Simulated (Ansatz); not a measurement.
ZnO (P6_3mc) under uniaxial stress along c (compression positive): electron conductivity mass by PBE with spin-orbit coupling, rigid bands (plane waves, PAW; Ansatz, a quantum-chemistry and plane-wave program). The unloaded cell, whose axes the loads refer to:

```cif
data_O2Zn2
_chemical_formula_sum 'Zn2 O2'
_space_group_name_H-M_alt 'P63mc'
_space_group_IT_number 186
_space_group_name_Hall 'P 6c -2c'
_cell_length_a 3.22991
_cell_length_b 3.22991
_cell_length_c 5.21468
_cell_angle_alpha 90.000
_cell_angle_beta 90.000
_cell_angle_gamma 120.000
loop_
_atom_site_label
_atom_site_type_symbol
_atom_site_symmetry_multiplicity
_atom_site_Wyckoff_symbol
_atom_site_fract_x
_atom_site_fract_y
_atom_site_fract_z
_atom_site_occupancy
Zn1 Zn 2 b 0.66667 0.33333 0.49805 1
O1 O 2 b 0.33333 0.66667 0.37695 1
```

```
uniaxial stress along c (compression positive) (GPa)  volume per atom (Å³)  electron conductivity mass (mₑ)
----------------------------------------------------  --------------------  -------------------------------
-8.8                                                                 11.99                            0.151
-4.4                                                                 11.89                                ?
-2.2                                                                 11.83                            0.163
0                                                                    11.78                            0.167
2.2                                                                  11.71                            0.170
4.4                                                                  11.64                            0.174
```

Problem. Fit a straight line to ln(electron conductivity mass) against the load over the rows given, and predict the row at -4.4 GPa.

Solution. The means are x̄ = -0.880 GPa and ȳ = -1.8030; Σ(x − x̄)(y − ȳ) = 1.101 and Σ(x − x̄)² = 102.6, so the slope is 1.07 % per GPa, and the rows given lie within 0.38 % of the line. At -4.4 GPa the line gives 0.159 mₑ; the calculation gives 0.160 mₑ, 0.81 % from it.

Masses are for dilute carriers at 300 K, harmonic means over directions unless an axis is named. Stresses and pressures are the targets of the relaxation. The structure type is held at every load. Geometry: cell and atoms relaxed with PBEsol.
